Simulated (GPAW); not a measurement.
# Worked example: self-consistent single point of MoS2 (P-6m2, 3 atoms in the cell) in GPAW

Method: LDA (Perdew-Wang 92), GPAW PAW datasets LDA (gpaw-data 1.0.1) (plane waves; GPAW).

This input was run:

```python
from ase import Atoms
from ase.units import GPa
from gpaw import GPAW

atoms = Atoms(['Mo', 'S', 'S'],
              cell=[[3.144965, 0.000000, 0.000000],
                    [-1.572483, 2.723619, 0.000000],
                    [0.000000, 0.000000, 17.121384]],
              scaled_positions=[[0.000000, 0.000000, 0.000000],
                                [0.333333, 0.666667, 0.089490],
                                [0.333333, 0.666667, 0.910510]],
              pbc=True)

calc = GPAW(mode={'name': 'pw', 'ecut': 600},
            xc='LDA',
            kpts={'size': (6, 6, 1), 'gamma': True},
            occupations={'name': 'fixed-uniform'},
            nbands=-4,
            convergence={'forces': 0.001, 'bands': -2},
            symmetry={'symmorphic': False, 'tolerance': 0.0005},
            maxiter=150,
            txt='-')

atoms.calc = calc

energy = atoms.get_potential_energy()
print('Energy (eV):', round(energy, 6))
forces = atoms.get_forces()
print('Forces (eV/Ang):')
print(forces.round(5))
stress = atoms.get_stress()
print('Stress (GPa, Voigt):', (stress / GPa).round(4))
```

Output, abridged:

```
Input parameters:
  convergence: {bands: -2,
                forces: 0.001}
  kpts: {gamma: True,
         size: (6, 6, 1)}
  maxiter: 150
  mode: {ecut: 600,
         name: pw}
  nbands: -4
  occupations: {name: fixed-uniform}
  symmetry: {symmorphic: False,
             tolerance: 0.0005}

species:
  Mo:
    name: Molybdenum
    Z: 42.0
    valence: 14
    core: 28
    charge: 0.0
    file: Mo.LDA.gz

    # Using partial waves for Mo as LCAO basis

  S:
    name: Sulfur
    Z: 16.0
    valence: 6
    core: 10
    charge: 0.0
    file: S.LDA.gz

    # Using partial waves for S as LCAO basis

Reference energy: -131668.980924  # eV

Spin-paired calculation

Convergence criteria:
 Maximum [total energy] change in last 3 cyles: 0.0005 eV / valence electron
 Maximum integral of absolute [dens]ity change: 0.0001 electrons / valence electron
 Maximum integral of absolute [eigenst]ate change: 4e-08 eV^2 / valence electron
 Maximum change in the atomic [forces] across last 2 cycles: 0.001 eV/Ang OR
Maximum error relative to the maximum force is below inf
 Maximum number of scf [iter]ations: 150

Symmetries present (total): 12
Symmetries with fractional translations: 0
36 k-points: 6 x 6 x 1 Monkhorst-Pack grid + [1/12,1/12,0.000000]
7 k-points in the irreducible part of the Brillouin zone
       k-points in crystal coordinates                weights
   0:     0.00000000    0.00000000    0.00000000          1/36
   1:     0.16666667    0.00000000    0.00000000          6/36
   2:     0.33333333   -0.16666667    0.00000000          6/36
   3:     0.33333333    0.00000000    0.00000000          6/36
   4:     0.33333333    0.33333333    0.00000000          2/36
   5:     0.50000000    0.33333333    0.00000000         12/36
   6:     0.50000000    0.50000000    0.00000000          3/36

Wave functions: Plane wave expansion
  Cutoff energy: 600.000 eV
  Number of coefficients (min, max): 4860, 4924
  Pulay-stress correction: 0.000000 eV/Ang^3 (de/decut=0.000000)

Occupation numbers: # Uniform distribution of occupation numbers

Eigensolver

Densities:
  Coarse grid: 18*18*98 grid
  Fine grid: 36*36*196 grid
  Total Charge: 0.000000

Density mixing:
  Method: separate
  Backend: pulay
  Linear mixing parameter: 0.05
  old densities: 5
  Damping of long wavelength oscillations: 50

Hamiltonian:
  XC and Coulomb potentials evaluated on a 36*36*196 grid
  External potential:
    NoExternalPotential

Number of atoms: 3
Number of atomic orbitals: 21
Number of bands in calculation: 17
Number of valence electrons: 26
Bands to converge: 15

Density initialized from atomic densities
  17 bands from LCAO basis set

Atomic positions and initial magnetic moments

Positions:
   0 Mo     0.000000    0.000000    0.000000    ( 0.0000,  0.0000,  0.0000)
   1 S     -0.000002    1.815747    1.532193    ( 0.0000,  0.0000,  0.0000)
   2 S     -0.000002    1.815747   15.589191    ( 0.0000,  0.0000,  0.0000)

Unit cell:
           periodic     x           y           z      points  spacing
  1. axis:    yes    3.144965    0.000000    0.000000    18     0.1513
  2. axis:    yes   -1.572483    2.723619    0.000000    18     0.1513
  3. axis:    yes    0.000000    0.000000   17.121384    98     0.1747

  Lengths:   3.144965   3.144965  17.121384
  Angles:   90.000000  90.000000 120.000013

Effective grid spacing dv^(1/3) = 0.1665

     iter     time        total  log10-change:
                         energy   eigst   dens  force
iter:   1 --:--:--   -26.184898   +0.63
iter:   2 --:--:--   -25.860638   -0.26  -1.14
iter:   3 --:--:--   -25.112843   -0.81  -1.19
iter:   4 --:--:--   -24.906078   -1.27  -1.32
iter:   5 --:--:--   -24.870841   -0.99  -1.42
iter:   6 --:--:--   -25.141708   -0.90  -1.65
iter:   7 --:--:--   -24.759871   -1.27  -1.51
iter:   8 --:--:--   -24.749116   -2.41  -2.10
iter:   9 --:--:--   -24.754434c  -2.61  -2.52
iter:  10 --:--:--   -24.750028c  -2.60  -2.39
iter:  11 --:--:--   -24.747788c  -3.47  -2.59
iter:  12 --:--:--   -24.747792c  -4.34  -3.32
iter:  13 --:--:--   -24.747894c  -4.50  -3.34
iter:  14 --:--:--   -24.747777c  -5.07  -3.20
iter:  15 --:--:--   -24.747774c  -5.94  -3.48
iter:  16 --:--:--   -24.747784c  -6.14  -3.53
iter:  17 --:--:--   -24.747802c  -6.05  -3.47
iter:  18 --:--:--   -24.747771c  -5.56  -3.38
iter:  19 --:--:--   -24.747765c  -5.61  -3.79
iter:  20 --:--:--   -24.747766c  -6.30  -4.15c
iter:  21 --:--:--   -24.747765c  -6.63  -4.16c
iter:  22 --:--:--   -24.747764c  -7.37  -4.59c
iter:  23 --:--:--   -24.747764c  -7.60c -4.83c
iter:  24 --:--:--   -24.747764c  -8.02c -5.10c -3.27c

Converged after 24 iterations.

Dipole moment: (-3.511269, 2.027231, -0.000000) |e|*Ang

Energy contributions relative to reference atoms: (reference = -131668.980924)

Kinetic:         +2.790369
Potential:       -8.115710
External:        +0.000000
XC:             -19.309649
Entropy (-ST):   +0.000000
Local:           -0.112775
SIC:             +0.000000
--------------------------
Free energy:    -24.747764
Extrapolated:   -24.747764

Showing only first 2 kpts
 Kpt  Band  Eigenvalues  Occupancy
  0    11     -2.84585    2.00000
  0    12     -1.25564    2.00000
  0    13      1.60405    0.00000
  0    14      1.60408    0.00000

  1    11     -2.30187    2.00000
  1    12     -1.54252    2.00000
  1    13      1.13911    0.00000
  1    14      1.38723    0.00000

Fermi level: -0.42669

Gap: 1.658 eV
Transition (v -> c):
  (s=0, k=0, n=12, [0.00, 0.00, 0.00]) -> (s=0, k=4, n=13, [0.33, 0.33, 0.00])
Direct/indirect transitions are different
Direct gap: 1.725 eV
Transition at: (s=0, k=4, n=12, [0.33, 0.33, 0.00])
Energy (eV): -24.747764

Forces in eV/Ang:
  0 Mo    0.00000   -0.00000    0.00000
  1 S    -0.00000    0.00000    0.18875
  2 S    -0.00000    0.00000   -0.18875

Stress tensor:
     0.004471     0.000000     0.000000
     0.000000     0.004471     0.000000
     0.000000     0.000000    -0.003699
Stress (GPa, Voigt): [ 0.7163  0.7163 -0.5926  0.      0.      0.    ]
```

The run converged in 24 iterations. GPAW prints stress with tension positive.

The starting cell comes from a database of computed structures (which also holds hypothetical and non-ambient phases and stackings), without a prior relaxation at this level. Its lattice was rescaled by a random factor within 2.5 % of one.

Cost on one core of a shared machine: roughly 30 s.
